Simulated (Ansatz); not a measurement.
The starting structures come from a database of crystals and need not be the phases stable at ambient conditions.

Inside the gap of an insulator the Bloch states are evanescent, with a wavenumber k + iκ along the transport direction.

Here is the system:

```yaml
crystal:
  lattice:
    - [6.50638, 0.00000, 0.00000]
    - [0.00000, 9.20141, 0.00000]
    - [3.25319, 4.60070, 3.25319]
  atoms:
    - { symbol: Cs, position: [0.50000, 0.25000, 0.00000] }
    - { symbol: Cs, position: [0.50000, 0.75000, 0.00000] }
    - { symbol: Na, position: [0.00000, 0.50000, 0.00000] }
    - { symbol: Y, position: [0.00000, 0.00000, 0.00000] }
    - { symbol: F, position: [0.00000, 0.23928, 0.00000] }
    - { symbol: F, position: [0.00000, 0.76072, 0.00000] }
    - { symbol: F, position: [0.00000, 0.23928, 0.52144] }
    - { symbol: F, position: [0.00000, 0.76072, 0.47856] }
    - { symbol: F, position: [0.47856, 0.23928, 0.52144] }
    - { symbol: F, position: [0.52144, 0.76072, 0.47856] }
```

Space group of this cell: Fm-3m. The cell is taken as given; by PBEsol its mean pressure is -2.7 GPa.

Transport runs along the normal of the first two printed cell vectors, the (110) plane of the conventional cell.

The gap is the functional's own. No spin-orbit coupling. Mid-gap values are interpolated on the energy grid.

Problem. Estimate the band gap and the smallest decay constant κ at mid-gap that PBEsol in Ansatz (a quantum-chemistry and plane-wave program) returns for this system.

Solution. Gap 6.71 eV on a 10×10×10 mesh; κ = 0.468 1/Å, at the zone centre.
